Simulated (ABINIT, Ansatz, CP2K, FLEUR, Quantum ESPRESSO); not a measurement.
# One structure in several programs: LaNiGe3 (I4mm, 5 atoms in the cell)

Self-consistent single point.

```
LaNiGe3
1.0
   -2.20741     2.20741     4.85509
    2.20741    -2.20741     4.85509
    2.20741     2.20741    -4.85509
La Ni Ge
1 1 3
Direct
  0.57190   0.57190   0.00000
  0.23409   0.23409   0.00000
  0.82993   0.32993   0.50000
  0.32993   0.82993   0.50000
  0.99096   0.99096   0.00000
```

All programs got the same cell, k-point mesh and kind of occupations (in Ansatz's words: kpoints.mp_grid.grid = 6 6 6; scf.occupations.method = gaussian; scf.occupations.width = 0.2 eV); potentials, basis and cutoffs are each program's usual ones.

```
code                                                                                   model  pressure (GPa)  largest force (eV/Å)  k-points           cutoff
----------------  --------------------------------------------------------------------------  --------------  --------------------  --------  ---------------
CP2K              PBEsol, GPW, DZVP-MOLOPT-SR-GTH basis, GTH-PBE potentials (GTH_POTENTIALS)            0.64                 0.344       112      grid 600 Ry
FLEUR                        PBEsol, all-electron FLAPW (FLEUR), scalar-relativistic valence               –                 0.151        30  Kmax 3.9 1/bohr
Quantum ESPRESSO                        PBEsol, GBRV 1.5 ultrasoft (PBESOL) pseudopotentials           -3.01                 0.126        30            50 Ry
ABINIT                                    PBEsol, PAW (JTH v2.0 PBE PAW, files made for PBE)           -4.13                 0.123        30           816 eV
Ansatz                                                       PBEsol, PAW files made with PBE           -3.05                 0.135        30          default
```

Size of the force on each atom (eV/Å): Sizes of forces hide their directions.

```json
[
 {"code": "CP2K", "La1": "0.038", "Ni2": "0.085", "Ge3": "0.141", "Ge4": "0.141", "Ge5": "0.344"},
 {"code": "FLEUR", "La1": "0.037", "Ni2": "0.042", "Ge3": "0.037", "Ge4": "0.037", "Ge5": "0.151"},
 {"code": "Quantum ESPRESSO", "La1": "0.050", "Ni2": "0.051", "Ge3": "0.012", "Ge4": "0.012", "Ge5": "0.126"},
 {"code": "ABINIT", "La1": "0.041", "Ni2": "0.058", "Ge3": "0.012", "Ge4": "0.012", "Ge5": "0.123"},
 {"code": "Ansatz", "La1": "0.053", "Ni2": "0.048", "Ge3": "0.017", "Ge4": "0.017", "Ge5": "0.135"}
]
```

A dash marks a value that a program does not give, or that is left out as unsure.

The spread over the programs that give each value: pressure within 4.77 GPa; largest force within 0.221 eV/Å.

The starting cell comes from a database of computed structures (which also holds hypothetical and non-ambient phases and stackings), without a prior relaxation at this level. Its lattice was rescaled by a random factor within 2.5 % of one. On Ansatz's run: Spin polarisation is off. In the base run, with a pressure of about -3 GPa the cell is away from its equilibrium volume at this level.

Problem. Why do the programs differ, and what cannot be compared?

Solution. Differences of this kind can come from the potentials, where these differ, and from what each basis and cutoff leave unconverged. The valence holds different numbers of electrons (CP2K 41, FLEUR 69, Quantum ESPRESSO 71, ABINIT 71, Ansatz (a first-principles code) 71). The zero of total energies and Fermi levels follows the potentials and each program's conventions, so they are not compared here. CP2K uses small atom-centred bases, whose incompleteness enters pressures, forces and empty levels differently from a plane-wave cutoff. FLEUR treats all electrons, but the usual bases taken here (sphere radii, linearisation, local orbitals, empty states) were not tested for convergence, so the values are no reference for the others. Ansatz's pressure is given at a fixed set of plane waves, as the other plane-wave codes print theirs; with its correction for the finite basis it is -3.01 GPa. The programs reduce the same mesh by symmetry to different extents, which changes the work and not the result. In the pressure, CP2K (by 3.69) and ABINIT (by 1.08) lie more than 1 GPa from the median of the plane-wave programs. In the force vectors, CP2K (by 0.218) lies more than 0.08 eV/Å from the median of the plane-wave programs.

Left out of this page: Elk (not drawn, or without a comparable value); SIESTA (unsound by tests on forces, stress, charge or solver warnings).

Keys are those of Ansatz 0.2.
